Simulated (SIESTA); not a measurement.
Input and output of a self-consistent single point for SiNi (P2_13, 8 atoms in the cell) (SIESTA).

Method: SIESTA 5.4.2 with LDA PW92, numerical atomic orbitals TZP, PseudoDojo LDA standard norm-conserving potentials (rewritten from UPF to PSML).

```
CELL_PARAMETERS angstrom
      4.48658     0.00000     0.00000
      0.00000     4.48658     0.00000
      0.00000     0.00000     4.48658
ATOMIC_POSITIONS crystal
  Si 0.65317 0.15317 0.34683
  Si 0.84683 0.84683 0.84683
  Si 0.15317 0.34683 0.65317
  Si 0.34683 0.65317 0.15317
  Ni 0.35050 0.85050 0.64950
  Ni 0.14950 0.14950 0.14950
  Ni 0.85050 0.64950 0.35050
  Ni 0.64950 0.35050 0.85050
```

Reference input (self-consistent single point, DFT, GGA PBEsol, numerical atomic orbitals TZP, PseudoDojo PBEsol standard norm-conserving potentials (rewritten from UPF to PSML)): XC.functional = GGA; XC.authors = PBEsol; potentials = PseudoDojo PBEsol standard; PAO.BasisSize = TZP; PAO.EnergyShift = 0.01 Ry; MeshCutoff = 350 Ry; kgrid.MonkhorstPack = 8 8 8; OccupationFunction = MP; OccupationMPOrder = 0; ElectronicTemperature = 0.2 eV; MaxSCFIterations = 150; SCF.Mixer.Method = Pulay. This run's input differs from it in these lines:

```diff
@@ -1,2 +1,2 @@
-# files in the folder: Si.psml Ni.psml (PseudoDojo PBEsol standard)
+# files in the folder: Si.psml Ni.psml (PseudoDojo LDA standard)
 SystemName  SiNi
@@ -28,4 +28,4 @@
 
-XC.functional                GGA
-XC.authors                   PBEsol
+XC.functional                LDA
+XC.authors                   PW92
 PAO.BasisSize                TZP
```

Output, abridged:

```
        iscf     Eharris(eV)        E_KS(eV)     FreeEng(eV)     dDmax    Ef(eV) dHmax(eV)
   scf:    1   -18518.206302   -18658.237725   -18658.344517  1.490443 -1.504151 25.375951
   scf:    2   -18642.750254   -18700.443228   -18700.475675  0.389212 -4.424739 11.400803
   scf:    3   -18717.229585   -18712.949313   -18712.999193  0.093269 -3.672438  0.997723
   scf:    4   -18708.091441   -18711.654848   -18711.717514  0.066995 -3.395592  3.938788
   scf:    5   -18713.069841   -18713.182336   -18713.235097  0.046068 -3.709797  0.475020
   scf:    6   -18713.195684   -18713.207277   -18713.261525  0.007075 -3.665250  0.150977
   scf:    7   -18713.208113   -18713.209283   -18713.263138  0.001878 -3.680576  0.054546
   scf:    8   -18713.209544   -18713.209509   -18713.263458  0.000462 -3.677148  0.009440
   scf:    9   -18713.209502   -18713.209506   -18713.263463  0.000039 -3.676915  0.005346
   scf:   10   -18713.209487   -18713.209498   -18713.263466  0.000055 -3.676598  0.000174
SCF Convergence by DM+H criterion
max |DM_out - DM_in|         :     0.0000554001
max |H_out - H_in|      (eV) :     0.0001736511
SCF cycle converged after 10 iterations

Using DM_out to compute the final energy and forces

siesta: E_KS(eV) =           -18713.2095

siesta: E_KS - E_eggbox =    -18713.2095

siesta: Atomic forces (eV/Ang):
     1    0.095394    0.095395   -0.095396
     2   -0.095391   -0.095391   -0.095390
     3    0.095393   -0.095395    0.095395
     4   -0.095394    0.095392    0.095391
     5   -0.000952   -0.000953    0.000951
     6    0.000952    0.000951    0.000952
     7   -0.000953    0.000953   -0.000951
     8    0.000951   -0.000951   -0.000953
   Tot    0.000000    0.000000    0.000000
   Max    0.095396
   Res    0.067456    sqrt( Sum f_i^2 / 3N )
   Max    0.095396    constrained

   [... lines left out ...]
siesta: FreeEng =    -18713.263466
siesta: Cell volume =         90.311922 Ang**3
siesta:         -94.86542678        -91.89422394  kBar
   [... lines left out ...]

              0.106

mulliken: Qtot =       88.000

Mulliken Atomic Populations:
Atom #   charge [q] valence [e]  Species
     1    -0.495912    4.495912  Si
     2    -0.495912    4.495912  Si
     3    -0.495912    4.495912  Si
     4    -0.495912    4.495912  Si
     5     0.495910   17.504090  Ni
     6     0.495913   17.504087  Ni
     7     0.495911   17.504089  Ni
     8     0.495913   17.504087  Ni
 Total     0.000000
```

The run converged in 10 iterations. Against the reference run the pressure goes from -4.27 to -9.49 GPa and the largest force goes from 0.139 to 0.165 eV/Å.

The starting cell comes from a database of computed structures (which also holds hypothetical and non-ambient phases and stackings), without a prior relaxation at this level. Its lattice was rescaled by a random factor within 2.5 % of one. Spin polarisation is off. Values carry the incompleteness of an atom-centred basis. With a pressure of about -9 GPa the cell is away from its equilibrium volume at this level.

Cost on one core of a shared machine: roughly 4 min.
